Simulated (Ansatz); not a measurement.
**MgTe in the zinc blende structure (space group F-43m, No. 216)**

```cif
data_MgTe
_chemical_formula_sum 'Mg1 Te1'
_space_group_name_H-M_alt 'P 1'
_space_group_IT_number 1
_cell_length_a 4.55327
_cell_length_b 4.55327
_cell_length_c 4.55327
_cell_angle_alpha 60.000
_cell_angle_beta 60.000
_cell_angle_gamma 60.000
loop_
_space_group_symop_operation_xyz
  'x, y, z'
loop_
_atom_site_label
_atom_site_type_symbol
_atom_site_fract_x
_atom_site_fract_y
_atom_site_fract_z
_atom_site_occupancy
Mg1 Mg 0.00000 0.00000 0.00000 1
Te1 Te 0.25000 0.25000 0.25000 1
```

All numbers come from plane-wave PAW DFT at the PBEsol level (Ansatz, a first-principles code, 420 eV), no spin-orbit coupling. Γ-centred 9×9×9 mesh, Fermi–Dirac width 0.05 eV.

* **Volume per atom**: 33.38 Å³
* **Density**: 3.78 g/cm³
* **Band gap**: 2.35 eV, direct at Γ
* **Electron mass**: 0.16 mₑ
* **Hole mass (degenerate bands, along [100])**: 0.19, 0.88, 0.88 mₑ
* **Lowest conduction-band minima above the VBM**: Γ 2.35 eV; X along ⟨100⟩ 2.71 eV; L along ⟨111⟩ 3.18 eV
* **Total energy**: -4407.607 eV/atom (σ→0; compares only within this code and set-up)

Spin-orbit coupling, missing from the scalar runs, can matter with Te. Masses are band curvatures over ±0.01 Å⁻¹ around the edge. Stability against distortions was not tested.
